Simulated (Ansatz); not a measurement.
Start from BeSe in the zinc blende structure (space group F-43m, No. 216).

```
CELL_PARAMETERS angstrom
      0.00000     2.58878     2.58878
      2.58878     0.00000     2.58878
      2.58878     2.58878     0.00000
ATOMIC_POSITIONS crystal
  Be 0.00000 0.00000 0.00000
  Se 0.25000 0.25000 0.25000
```

The values are results of DFT with PBE, PAW potentials and a 420 eV plane-wave cutoff in Ansatz (a program for electronic structure), no SOC, not measurements.

For the base:

| Quantity | Value |
|---|---|
| Pressure | 0.01 GPa |
| Band gap | 2.67 eV |
| Hole mass | 0.24, 0.48, 0.48 mₑ (at Γ) |
| Width of the top valence band | 3.20 eV |

The change: every lattice vector is shortened by 2.00 %; the atoms relax in the strained cell.

Q: Predict the new pressure, band gap, hole mass and width of the top valence band.

A: The pressure rises by 5.12 GPa, from 0.01 GPa to 5.13 GPa; the band gap falls by 0.13 eV to 2.54 eV; the hole mass (degenerate bands, along [100]) becomes 0.24, 0.45, 0.45 mₑ (at Γ) (base: 0.24, 0.48, 0.48 mₑ (at Γ)); the width of the top valence band grows by 0.29 eV (3.20 eV → 3.49 eV).

Masses are band curvatures over ±0.01 Å⁻¹ around the edge. No phonon test of stability was made.
